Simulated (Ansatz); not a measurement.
## Fermi-surface data of Ni3Ge under load (space group Cmmm)

Consider the following.

```xyz
4
Lattice="3.5141 -0.0140 0.0000 -0.0140 3.5141 0.0000 0.0000 0.0000 3.5367" Properties=species:S:1:pos:R:3 pbc="T T T"
Ni     1.7571    -0.0070     1.7683
Ni    -0.0070     1.7571     1.7683
Ni     1.7500     1.7500     0.0000
Ge     0.0000     0.0000     0.0000
```

These are PBEsol, rigid bands (plane waves, PAW, scalar-relativistic; Ansatz, a first-principles code) values and carry that method's errors. Condition of this run: uniaxial stress along [110] of 2 GPa (compression positive) (the target of the relaxation). How the cell was made: cell and atoms relaxed with PBEsol, then loaded as said.

The density of states at the Fermi level is 2.23 states/(eV·cell), both spins. The bare Sommerfeld coefficient is 1.31 mJ/(mol of atoms·K²) and the drude plasma energy is 1.80 (x), 1.80 (y), 1.74 (z) eV. The root-mean-square Fermi velocity comes out as 1.5e5 m/s and the resistivity times τ is 151 (x), 151 (y), 162 (z) ×10⁻²² Ω·m·s.

A metal at this level (no band gap); rigid bands, thermally averaged at 300 K, both spins. Spin-orbit coupling is left out. τ is one relaxation time for all states.

Treated as nonmagnetic (a ferromagnetic start lost its moment, other orders weren't tried): Ni3Ge under load (space group Cmmm).
